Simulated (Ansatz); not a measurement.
**Hypothetical rock salt SbP: response to strain**

The parent structure is SbP in the rock salt structure (space group Fm-3m, No. 225; a hypothetical phase, not in the database extracts checked; relaxed with 0.1 eV smearing).

```xyz
2
Lattice="0.0000 2.8002 2.8002 2.8002 0.0000 2.8002 2.8002 2.8002 0.0000" Properties=species:S:1:pos:R:3 pbc="T T T"
P      0.0000     0.0000     0.0000
Sb     2.8002     2.8002     2.8002
```

Cartesian axes are those of the cell as printed.

Strains are applied to the cell and any free atomic positions relax; under biaxial strain the out-of-plane vector relaxes too; under stress the whole cell relaxes.

Level of theory: r2SCAN (Ansatz, an electronic-structure program; PAW; 500 eV plane waves; spin-orbit coupling left out).

Candidates:
(a) biaxial strain +0.89 %, plane normal [001], relaxed out of plane
(b) isotropic strain +0.22 %
(c) uniaxial strain ε_xx = +0.84 %
(d) biaxial strain +1.48 %, plane normal [001], relaxed out of plane
(e) uniaxial stress, 3 GPa tension along x

Notes on the quantities. energy relative to the base: free energy F.

Q: Order them by energy relative to the base, highest first.

A: (d) biaxial strain +1.48 %, plane normal [001], relaxed out of plane (+6.0 meV/atom), (e) uniaxial stress, 3 GPa tension along x (+3.7 meV/atom), (a) biaxial strain +0.89 %, plane normal [001], relaxed out of plane (+2.2 meV/atom), (c) uniaxial strain ε_xx = +0.84 % (+0.9 meV/atom), (b) isotropic strain +0.22 % (+0.2 meV/atom)

Beyond what the load breaks, stability against distortions was not tested. All final runs are without spin polarisation.
